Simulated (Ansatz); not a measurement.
Point defect Cu on the B site in zinc-blende BP

The numbers are results of PBE, PAW (plane waves to 420 eV; Ansatz, a program for electronic structure), not measurements. A 2×2×2 supercell of 64 sites was used; the energies come from a 2×2×2 shifted sampling of its zone. Site at the start: the B site. Charged cells carry a point-charge image correction with potential alignment at far atoms. Dielectric constants: PBE linear response of the host. Host gap at this level: 1.25 eV. These values are not converged in cell size to better than tenths of an eV. PBE underestimates the host's gap, which shifts levels and can delocalise carriers. Spin–orbit coupling is left out, and no Hubbard U is applied to the open shells. Each state is the lowest found from its start.

| charge | moment (μB) | largest move off a lattice site (Å) | image correction with alignment (eV) | above the lowest spin state (eV) |
|---|---|---|---|---|
| +1† | 1.0 | 0.20 | 0.30 | 0.00 |
| +1† | 1.0 | 0.20 | 0.30 | 0.00 |
| 0† | 2.0 | 0.18 | 0.00 | 0.00 |
| 0 | not spin-polarised | 0.19 | 0.00 | 0.05 |
| −1 | 1.0 | 0.17 | 0.04 | 0.00 |
| −2 | not spin-polarised | 0.15 | 0.46 | 0.00 |

† Not settled in this cell, so no level is given: charge +1: a level filled in part, level within 0.1 eV of a band edge or past it; charge 0: a level filled in part.

Starting moments that weren't kept: charge +1 began with 3 μB and ended with 1.0.

Transition levels above the valence-band maximum: ε(−1/−2) = 1.11 eV. With a charge missing or unsettled, these needn't be thermodynamic levels.

Flagged in the runs: a doubtful potential alignment.
